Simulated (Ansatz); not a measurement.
## Effective masses and thermopower of BP under load (space group R3m)

Input:

```
CELL_PARAMETERS angstrom
      0.00775     2.27520     2.27520
      2.27520     0.00775     2.27520
      2.27520     2.27520     0.00775
ATOMIC_POSITIONS crystal
  B  0.00013 0.00013 0.00013
  P  0.24987 0.24987 0.24987
```

Calculation: r2SCAN with spin-orbit coupling, rigid bands (plane waves, PAW; Ansatz, a first-principles code). Condition of this run: uniaxial stress along [111] of -2 GPa (compression positive) (the target of the relaxation). Geometry: cell and atoms relaxed with r2SCAN, then loaded as said.

```json
{
 "band_gap": "1.39 eV",
 "electron conductivity mass (300 K, dilute)": "0.32 mₑ",
 "hole conductivity mass (300 K, dilute)": "0.39 mₑ",
 "effective density of states N_c (300 K)": "4.0e19 cm⁻³",
 "effective density of states N_v (300 K)": "1.5e19 cm⁻³",
 "density_of_states_mass_electrons": "1.36 mₑ",
 "density_of_states_mass_holes": "0.72 mₑ",
 "Seebeck coefficient, n-type 1e19 cm⁻³, 300 K": "-336 μV/K",
 "best n-type power factor at 300 K for τ = 10 fs (best axis; densities from 1e16 to 1e21 cm⁻³ tried, whether or not they can be reached)": "20 μW/(cm·K²) at 1e20 cm⁻³",
 "Seebeck coefficient, p-type 1e19 cm⁻³, 300 K": "309 μV/K",
 "best p-type power factor at 300 K for τ = 10 fs (best axis; densities from 1e16 to 1e21 cm⁻³ tried, whether or not they can be reached)": "14.1 μW/(cm·K²) at 1e20 cm⁻³"
}
```

Rigid bands; masses and Seebeck coefficients take one relaxation time τ for all states and one kind of carrier; polarons and phonon drag are left out.
